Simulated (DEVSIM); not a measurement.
Structure: Cr/SiO2/p-InP capacitor, at 300 K.

Layer 1 from the left is SiO2, thickness (nm) 46.0. Layer 2 from the left is InP, thickness (nm) 4300, Na (cm⁻³) 2.1e15.

Metal gate on the left, work function 4.5 eV. Fixed charge at the semiconductor interface -6e10 cm⁻² (in units of +e); no interface traps.

The device is made up for the run: typed textbook-type constants, with dimensions and the other settings drawn at random. Values at 300 K.

SiO2: gap (eV) 9, affinity (eV) 0.9, permittivity 3.9. InP: gap (eV) 1.344, affinity (eV) 4.38, permittivity 12.5, Nc (cm⁻³) 5.7e17, Nv (cm⁻³) 1.1e19.

DEVSIM, 1D Poisson equation in equilibrium, Boltzmann statistics, complete ionisation; no quantum confinement or tunnelling. Metal contacts follow the ideal Schottky-Mott rule: no Fermi-level pinning, no interface dipoles.

**Question.** What does the simulation give for the minimum of the low-frequency capacitance, the flat-band voltage?

**Answer.** minimum of the low-frequency capacitance 0.0131 μF/cm²; flat-band voltage -0.87 V.
